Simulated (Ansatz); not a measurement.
## Zr2InN: element substitutions

Base system: Zr₂InN (space group P6_3/mmc, No. 194; a cell from a computed database, its experimental status unchecked).

```xyz
8
Lattice="3.2618 0.0000 0.0000 -1.6309 2.8248 0.0000 0.0000 0.0000 14.7987" Properties=species:S:1:pos:R:3 pbc="T T T"
Zr     1.6309     0.9416    13.5606
Zr     0.0000     1.8832     1.2380
Zr     0.0000     1.8832     6.1613
Zr     1.6309     0.9416     8.6374
In     1.6309     0.9416     3.6997
In     0.0000     1.8832    11.0990
N      0.0000     0.0000     0.0000
N      0.0000     0.0000     7.3993
```

Each row replaces one element on all its sites; cell and atoms are relaxed.

Calculations: Ansatz (a first-principles code), PBEsol, PAW, cutoff 420 eV, spin-orbit coupling left out.

```json
[
 {"case": "base", "c/a ratio": "4.537", "lattice parameter a": "3.262 Å"},
 {"case": "In → Cd", "c/a ratio": "4.471", "lattice parameter a": "3.281 Å"},
 {"case": "In → Al", "c/a ratio": "?", "lattice parameter a": "?"},
 {"case": "N → Bi", "c/a ratio": "4.127", "lattice parameter a": "3.817 Å"}
]
```

**Question.** What belongs in the blanks?

**Answer.** 
- In → Al, c/a ratio: 4.441
- In → Al, lattice parameter a: 3.222 Å

Stability against distortions was not tested. As relaxed here, Zr2CdN and Zr2InBi are hypothetical phases, not in the database extracts checked. For Zr2AlN in this form, whether it has been made was not checked. All final runs are without spin polarisation. Zr2InBi has a high density of states at the Fermi level and may be magnetic at this level.
